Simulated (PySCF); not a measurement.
PySCF 2.14.0, unrestricted TPSSH/def2-svp, df: O=C(C=C(O)[C](F)F)C(F)(F)F, charge 0, multiplicity 2, 14 atoms. The geometry is a generated start, not checked to be a minimum at this level.

```yaml
task: energy
method: tpssh
basis: def2-svp
two_electron_scheme: density fitting
mol.max_memory: 3000 MB
mf.max_cycle: 100
mf.init_guess: minao (default)
mf.DIIS: CDIIS (default)
mf.conv_tol: 1e-09 (default)
mf.grids.level: 3 (default)
basis_functions: 178
grid_points: 189680
```

```xyz
14

O     -0.5854    -1.7618     0.7535
C     -0.8714    -0.6549     0.3059
C      0.0538     0.3233    -0.1327
C      1.4347     0.0607    -0.0454
O      1.9231    -1.0631     0.4624
C      2.3465     1.0015    -0.5013
F      2.0002     2.1457    -1.0466
F      3.6476     0.8562    -0.4572
C     -2.3552    -0.2398     0.1656
F     -2.7068    -0.1597    -1.1290
F     -3.1855    -1.0891     0.7584
F     -2.5718     0.9770     0.6946
H     -0.2929     1.2612    -0.5298
H      1.1631    -1.6573     0.7018
```

Charge 0 and multiplicity 2 are set for this test and not shown to be the ground state.

One run each on 2 threads, 1 BLAS thread. Values of diis_space tried: 3, 5, 8 (default), 12, 20.

### Question
How does the count of Fock builds change with diis_space, and where is it least?

### Answer
Fewest Fock builds, within one of each other: 8 (default) with 18, 12 with 18, 20 with 18. The count rises to 39 at 3. All converge to one solution.

| diis_space | Fock builds | end |
|---|---|---|
| 3 | 39 | same solution |
| 5 | 22 | same solution |
| 8 (default) | 18 | same solution |
| 12 | 18 | same solution |
| 20 | 18 | same solution |
